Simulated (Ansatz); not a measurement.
## SrHg in the CsCl type structure (space group Pm-3m, No. 221)

```
SrHg
1.0
    3.91882     0.00000     0.00000
    0.00000     3.91882     0.00000
    0.00000     0.00000     3.91882
Sr Hg
1 1
Direct
  0.50000   0.50000   0.50000
  0.00000   0.00000   0.00000
```

Computed with Ansatz (a quantum-chemistry and plane-wave program) PBEsol, scalar-relativistic without spin-orbit coupling. Γ-centred 12×12×12 mesh, Fermi–Dirac width 0.05 eV.

| Item | Value |
|---|---|
| Volume per atom | 30.09 Å³ |
| Density | 7.95 g/cm³ |
| Band gap | zero |
| Total energy | -8580.688 eV/atom (σ→0; compares only within this code and set-up) |

Whether these cells are dynamically stable was not tested.
